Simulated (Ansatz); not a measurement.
**W under a change: pressure −1 GPa**

The reference is W in the bcc (W type) structure (space group Im-3m, No. 229; a = 3.154 Å).

The change: a negative pressure, −1 GPa.

The values are results of PBEsol in Ansatz (plane waves to 420 eV, PAW, spin-orbit coupling left out), not measurements. Γ-centred 21×21×21 mesh, Fermi–Dirac width 0.05 eV.

```tsv
quantity	base	changed	shift
volume per atom	15.69 Å³	15.74 Å³	+0.05 Å³
density	19.45 g/cm³	19.39 g/cm³	-0.06 g/cm³
shortest interatomic distance	2.732 Å	2.735 Å	+0.003 Å
band gap	zero	zero	–
```

Final structure:

```
W
1.0
   -1.57881     1.57881     1.57881
    1.57881    -1.57881     1.57881
    1.57881     1.57881    -1.57881
W
1
Direct
  0.00000   0.00000   0.00000
```

Load acts through the strain it causes; cell and atoms are relaxed under it. Stability against distortions was not tested. All final runs are without spin polarisation.

Ansatz is an electronic-structure program.
